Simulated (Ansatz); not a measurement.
O on the 1x1 (110) surface of bcc Ta, one in a 1x1 cell, energies for each (7.8 Å²). Energies are against ½ O2(g), without zero-point or thermal terms; each row is named by its start.

All values below come from PBE (plane waves to 420 eV, PAW; Ansatz, a quantum-chemistry and plane-wave program).

Task: Which site binds most strongly?
(A) top Ta
(B) bridge Ta-Ta (span 3.3 Å)
(C) bridge Ta-Ta (span 2.9 Å)
(D) hollow Ta-Ta-Ta

Result: D, hollow Ta-Ta-Ta. Adsorption energies: hollow Ta-Ta-Ta -4.41 eV; bridge Ta-Ta (span 2.9 Å) -4.00 eV; bridge Ta-Ta (span 3.3 Å) -3.99 eV; top Ta -2.42 eV.
